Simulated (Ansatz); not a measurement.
# What Hf → Lu does to Hf

Consider Hf in the hcp (Mg type) structure (space group P6_3/mmc, No. 194; a = 3.1978 Å, c = 5.0474 Å).

Now apply this change: Lu takes the place of Hf on all its sites; the structure is relaxed again.

All numbers come from Ansatz (a program for electronic structure), r2SCAN, PAW, cutoff 500 eV, no spin-orbit coupling, earlier PAW set. Γ-centred 15×15×9 mesh, Fermi–Dirac width 0.05 eV, for the changed cell.

```csv
quantity,base,changed,shift
volume per atom,22.35 Å³,28.99 Å³,+6.64 Å³
density,13.26 g/cm³,10.02 g/cm³,-3.24 g/cm³
c/a ratio,1.578,1.556,-0.0228
space group,P6_3/mmc (No. 194),P6_3/mmc (No. 194),–
shortest interatomic distance,3.127 Å,3.395 Å,+0.268 Å
band gap,zero,zero,–
```

Final structure:

```yaml
crystal:
  lattice:
    - [3.50443, 0.00000, 0.00000]
    - [-1.75222, 3.03493, 0.00000]
    - [0.00000, 0.00000, 5.45155]
  atoms:
    - { symbol: Lu, position: [0.33333, 0.66667, 0.75000] }
    - { symbol: Lu, position: [0.66667, 0.33333, 0.25000] }
```

Whether these cells are dynamically stable was not tested. The final runs are not spin-polarised.
